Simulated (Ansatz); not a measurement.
We consider wurtzite MgS (model structure), described by PBE0 (Ansatz, an electronic-structure program, plane waves, PAW).

Settings: plane-wave cutoff 500 eV, 6×6×4 k mesh (along the axes of the cell as run), gaussian smearing 0.02 eV, scalar-relativistic PAW data made under PBE.

Cell (relaxed with r²SCAN):

```cif
data_Mg2S2
_chemical_formula_sum 'Mg2 S2'
_space_group_name_H-M_alt 'P63mc'
_space_group_IT_number 186
_space_group_name_Hall 'P 6c -2c'
_cell_length_a 4.02702
_cell_length_b 4.02702
_cell_length_c 6.45992
_cell_angle_alpha 90.000
_cell_angle_beta 90.000
_cell_angle_gamma 120.000
loop_
_atom_site_label
_atom_site_type_symbol
_atom_site_symmetry_multiplicity
_atom_site_Wyckoff_symbol
_atom_site_fract_x
_atom_site_fract_y
_atom_site_fract_z
_atom_site_occupancy
Mg1 Mg 2 b 0.66667 0.33333 0.49837 1
S1 S 2 b 0.33333 0.66667 0.37863 1
```

### Question
Give the computed band gap.

### Answer

- band gap = 5.22 eV (on the SCF k mesh)

Note: the relaxation could raise the start's symmetry but not lower it, so the cell can be a saddle point.

Static lattice: no zero-point or thermal effects.

It cost very roughly 110 core-seconds of CPU time.

A model structure was made by putting elements into a prototype or built by hand; it is no filed structure, need not be a known phase, and can be a saddle point held by its symmetry.
